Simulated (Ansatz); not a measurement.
Consider MgSe in the rock salt structure (space group Fm-3m, No. 225).

```
CELL_PARAMETERS angstrom
      0.00000     2.73618     2.73618
      2.73618     0.00000     2.73618
      2.73618     2.73618     0.00000
ATOMIC_POSITIONS crystal
  Mg 0.00000 0.00000 0.00000
  Se 0.50000 0.50000 0.50000
```

Cartesian axes are those of the cell as printed.

The values are results of r2SCAN, PAW, 500 eV (Ansatz, a quantum-chemistry and plane-wave program; no spin-orbit coupling), not measurements.

Strains are applied to the cell and any free atomic positions relax; under biaxial strain the out-of-plane vector relaxes too.

One change was made to it. Results:

| quantity | base | after |
|---|---|---|
| valence-band top at Γ (three highest levels, from the VBM) | 0.00, 0.00, 0.00 eV | 0.00, 0.00, -0.04 eV |
| band gap | 2.48 eV | 2.43 eV |
| energy relative to the base (free energy F) | 0 meV/atom | +0.4 meV/atom |

Question: Name the change that was made.
A. biaxial strain +0.50 %, plane normal [001], relaxed out of plane
B. biaxial strain +3.00 %, plane normal [001], relaxed out of plane
C. biaxial strain +2.50 %, plane normal [001], relaxed out of plane

Answer: A, biaxial strain +0.50 %, plane normal [001], relaxed out of plane. For comparison, the band gap in the other runs: biaxial strain +2.50 %, plane normal [001], relaxed out of plane gives 2.25 eV; biaxial strain +3.00 %, plane normal [001], relaxed out of plane gives 2.21 eV.

Stability against distortions was not tested.
